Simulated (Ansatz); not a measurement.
Take CdSe in the wurtzite structure (space group P6_3mc, No. 186; a = 4.302 Å, c = 7.021 Å) as the base.

The values are results of PBEsol in Ansatz (plane waves to 420 eV, PAW, no SOC), earlier PAW set, not measurements.

Base values:

| Property | Value |
|---|---|
| Pressure | 0.00 GPa |
| Valence-band top at Γ | 0.00, 0.00, -0.05 eV |

It is then changed as follows: an isotropic linear strain of −2.84 %; the atoms relax in the strained cell.

**Question.** Estimate the effect on the energy relative to the base.

**Answer.** The energy goes up by 37 meV/atom.

**Question.** Estimate the effect on the pressure.

**Answer.** The pressure (mean of the normal stresses, compression positive) goes from zero to 5.49 GPa.

**Question.** Predict the new mean gap deformation potential ΔEg/Δln V.

**Answer.** The mean gap deformation potential ΔEg/Δln V amounts to -2.1 eV.

**Question.** Predict the new valence-band top at Γ.

**Answer.** The valence-band top at Γ (three highest levels, from the VBM) becomes 0.00, 0.00, -0.07 eV (base: 0.00, 0.00, -0.05 eV).

Whether these cells are dynamically stable was not tested.

Ansatz is an electronic-structure program.
